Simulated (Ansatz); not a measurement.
**A computed series for hypothetical P-3m1 Ba3P2: pressure series**

Take Ba₃P₂ (space group P-3m1, No. 164; a = 5.460 Å, c = 6.949 Å; a hypothetical phase, not in the database extracts checked) as the base.

Cell and atoms are relaxed at each pressure.

Level of theory: r2SCAN in Ansatz (plane waves to 500 eV, PAW, no SOC).

Candidates:
(a) pressure −1 GPa
(b) pressure −2 GPa
(c) pressure 22.5 GPa
(d) pressure 2.1 GPa

Base values:

Band gap: 0.60 eV

Order them by band gap, lowest first.

(c) pressure 22.5 GPa (zero), (d) pressure 2.1 GPa (0.44 eV), (a) pressure −1 GPa (0.76 eV), (b) pressure −2 GPa (1.44 eV)

A case with no gap was solved on a k-mesh chosen for an insulator, which is coarse for it. Load acts through the strain it causes; cell and atoms are relaxed under it. Stability against distortions was not tested. Competing high-pressure phases were not computed. The final runs are not spin-polarised. A zero or small gap of Ba3P2 under pressure 22.5 GPa can be the functional's error rather than a property of the material.

Ansatz is a program for electronic structure.
